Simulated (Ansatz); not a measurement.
The starting structures come from a database of crystals and need not be the phases stable at ambient conditions.

By PBEsol, the system below comes out a metal.

Given:

```
NbTe2
1.0
    3.60616     0.00000     0.00000
    1.80308     7.19593    -0.12640
    0.00000     3.20587     8.62618
Nb Te
3 6
Direct
  0.00000   0.00000   0.00000
  0.63721   0.72558   0.28827
  0.36279   0.27442   0.71173
  0.65192   0.69616   0.00621
  0.34808   0.30384   0.99379
  0.29850   0.40299   0.37875
  0.70150   0.59701   0.62125
  0.00021   0.99958   0.68830
  0.99979   0.00042   0.31170
```

Space group of this cell: C2/m. The cell was relaxed by PBE-D3(BJ).

The current flows along the normal of the first two printed cell vectors. No spin-orbit coupling; the value is a mean over 0.1 eV about the Fermi level.

Question: Estimate the ballistic conductance per area that PBEsol (Ansatz, an electronic-structure program) returns for this system.

Answer: 0.16 × 10¹⁵ S/m² for both spins.
